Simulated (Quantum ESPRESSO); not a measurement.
# Zone-centre phonon calculation of a sheet of Ta2N (3 atoms in the cell) at several settings

```
Ta2N
1.0
    2.92924     0.00000     0.00000
   -1.46462     2.53680     0.00000
    0.00000     0.00000    16.35107
N Ta
1 2
Direct
  0.00000   0.00000   0.50000
  0.33333   0.66667   0.57189
  0.66667   0.33333   0.42811
```

Base: LDA (PZ), GBRV 1.5 ultrasoft (LDA) pseudopotentials run with Quantum ESPRESSO. Its settings: ecutwfc = 40 Ry; ecutrho = 320 Ry; occupations = smearing; smearing = fd; degauss = 0.0073499 Ry; potentials = {N: n_lda_v1.2.uspp.F.UPF, Ta: ta_lda_v1.uspp.F.UPF}; K_POINTS = automatic 10 10 1 0 0 0; conv_thr = 1e-11 Ry; mixing_beta = 0.3.

Each line gives the change from the base single point and the result:

- conv_thr: 1e-11 Ry → 7.3e-06 Ry; ph.x.tr2_ph: default → 1e-14; ph.x.fildyn: default → dyn.G; dynmat.x.fildyn: default → dyn.G; dynmat.x.asr: default → crystal: pressure averaged over the cell with its vacuum 6.98 GPa; largest force (vector length) 1.229 eV/Å; zone-centre frequencies (cm⁻¹; negative means imaginary) 0, 0, 0, 125, 125, 178, 629, 629, 682.
- ph.x.tr2_ph: default → 1e-14; ph.x.fildyn: default → dyn.G; dynmat.x.fildyn: default → dyn.G; dynmat.x.asr: default → crystal: zone-centre frequencies (cm⁻¹; negative means imaginary) 0, 0, 0, 123, 123, 177, 621, 621, 675.
- K_POINTS: automatic 10 10 1 0 0 0 → automatic 6 6 1 0 0 0; ph.x.tr2_ph: default → 1e-14; ph.x.fildyn: default → dyn.G; dynmat.x.fildyn: default → dyn.G; dynmat.x.asr: default → crystal: pressure averaged over the cell with its vacuum 6.75 GPa; largest force (vector length) 1.536 eV/Å; zone-centre frequencies (cm⁻¹; negative means imaginary) 0, 0, 0, 132, 132, 156, 632, 632, 685.

The starting cell was generated: these elements placed on a structure prototype, without a prior relaxation; it need not be a known phase or ordering of this composition. Its lattice was rescaled in the plane by a random factor within 2.5 % of one. Spin polarisation is off; with an odd number of electrons in the cell that forces a metal, and a magnetic state may lie lower. In the base run, forces exceed 1 eV/Å.

Frequencies and response belong to this unrelaxed cell, and polar modes hold no LO-TO splitting.
